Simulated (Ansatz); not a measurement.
Ansatz (a quantum-chemistry and plane-wave program) run on CrCoGe (P6_3/mmc, 6 atoms in the cell): self-consistent single point.

Computed with LDA (PW92), default PAW files made with PBE (plane waves; Ansatz).

The change in words: lattice scaled by 1.03; basis.ecutwfc: 30.9 Ry → 18.4 Ry. Reference geometry:
```xyz
6
Lattice="4.0928 0.0000 0.0000 -2.0464 3.5445 0.0000 0.0000 0.0000 5.1460" Properties=species:S:1:pos:R:3 pbc="T T T"
Ge     0.0000     2.3630     3.8595
Ge     2.0464     1.1815     1.2865
Co     0.0000     2.3630     1.2865
Co     2.0464     1.1815     3.8595
Cr     0.0000     0.0000     0.0000
Cr     0.0000     0.0000     2.5730
```
Moments meant for the start (each program seeds them in its own way; μB, in the order of the atoms Ge Ge Co Co Cr Cr): 0.0 0.0 3.0 3.0 3.0 3.0.

Reference input (self-consistent single point, DFT, LDA (PW92), plane waves, default PAW files made with PBE): basis.ecutwfc = 30.9 Ry; kpoints.mp_grid.grid = 6 6 5; hamiltonian.xc = lda; hamiltonian.pseudopotentials = {kind: paw} (the program's default PAW files); magnetization.spin_polarized = true; scf.occupations.method = cold; scf.occupations.width = 0.02 Ry. This run's input differs from it in these lines:

Ansatz 0.2 input:
```diff
@@ -2,5 +2,5 @@
   lattice:
-    - [4.092818, 0.000000, 0.000000]
-    - [-2.046409, 3.544485, 0.000000]
-    - [0.000000, 0.000000, 5.146029]
+    - [4.215603, 0.000000, 0.000000]
+    - [-2.107801, 3.650820, 0.000000]
+    - [0.000000, 0.000000, 5.300410]
   atoms:
@@ -13,3 +13,3 @@
 basis:
-  ecutwfc: 30.9 Ry
+  ecutwfc: 18.4 Ry
 kpoints:
```

Output, abridged:

```
SCF iter   1: F=—  HF=-25195.094499 eV  |F-HF|=—  |Δ(HF+E_count)|=         —  Δρ=2.48e-1 (↑2.48e-1 ↓1.36e-1)  dr2=2.24e1  dr2_m=2.46e1  M=3.062 μB ∫|m|=3.234 μB  β_m=0.30  ethr=3.10e-3  ⟨swp⟩=4.5  Hψ=7667  notcnv=0
Mixer restart at iter 1: flushing history
all-band conjugate gradients solve this SCF's bands
preconditioner: auto → Kerker (q_TF=auto, 2.773 Å⁻¹)
spin=Collinear: Kerker preconditioning applied to the charge; magnetization (m = ρ↑ − ρ↓) channel mixes plain (no charge-response kernel on spin).
   [... lines left out ...]
SCF iter  18: F=—  HF=-25188.757468 eV  |F-HF|=—  |Δ(HF+E_count)|=   2.48e-8  S|Δr|=    0.00e0  Δρ=7.85e-6 (↑7.85e-6 ↓7.26e-6)  dr2=2.47e-8  dr2_m=3.06e-8  M=4.841 μB ∫|m|=5.129 μB  β_m=0.88  ethr=1.11e-10  ⟨swp⟩=7.4  Hψ=9884  notcnv=0
SCF iter  19: F=-25188.757468 eV  HF=-25188.757468 eV  |F-HF|=6.69e-8  |Δ(HF+E_count)|=   2.14e-9  S|Δr|=    0.00e0  Δρ=6.60e-6 (↑4.29e-6 ↓6.60e-6)  dr2=7.56e-8  dr2_m=2.65e-9  M=4.841 μB ∫|m|=5.129 μB  ethr=2.75e-11  ⟨swp⟩=3.0  Hψ=5659  notcnv=0
SCF 1 converged in 19 iterations: F = -25188.757468 eV  dr2 = 7.56e-8
WARN: an SCF from ferrimagnetic starting moments (0.00, 0.00, 3.00, 3.00, -3.00, 3.00 Bohr magnetons, atom by atom) was not made, by what the run has read of …
   [... lines left out ...]
Absolute magnetization: 5.1292 μB (∫|ρ↑−ρ↓|, with the PAW one-centre terms)
Free energy (F): -25188.757468 eV
Fermi energy:    14.928569 eV
   [... lines left out ...]
  atom   1  Ge    -0.00000000     0.00000000    -0.00000000
   [... zero for the other atoms too ...]
--- Stress (GPa, compression-positive) ---
      -26.655928       0.000000       0.000000
        0.000000     -26.655928      -0.000000
        0.000000      -0.000000     -18.540389
  P = ⅓ Tr σ = -23.9507 GPa (-239.507 kbar)
  The stress holds the Pulay correction. Without it, at fixed plane waves, as pw.x and ABINIT print it: P = -186.9078 GPa
```

The run converged in 19 iterations. Against the reference run the free energy rises by 2.45 eV/atom, the pressure goes from -15.69 to -23.95 GPa and the size of the net moment goes from 0.72 to 0.81 μB/atom.

The starting cell comes from a database of published, mostly measured structures (it also holds non-ambient and calculated ones), without a prior relaxation at this level. Its lattice was rescaled by a random factor within 2.5 % of one. For this run, on top of that: lattice scaled by 1.03. The magnetic order is the one reached from the typed start; others were not searched systematically. The program warned that, by what it read of turns of the moments, another magnetic order lies lower. Ansatz's pressure includes its estimate of the finite-basis (Pulay) stress. Without the estimate this run gives -186.91 GPa. The cutoff lies below the one recommended for these files.
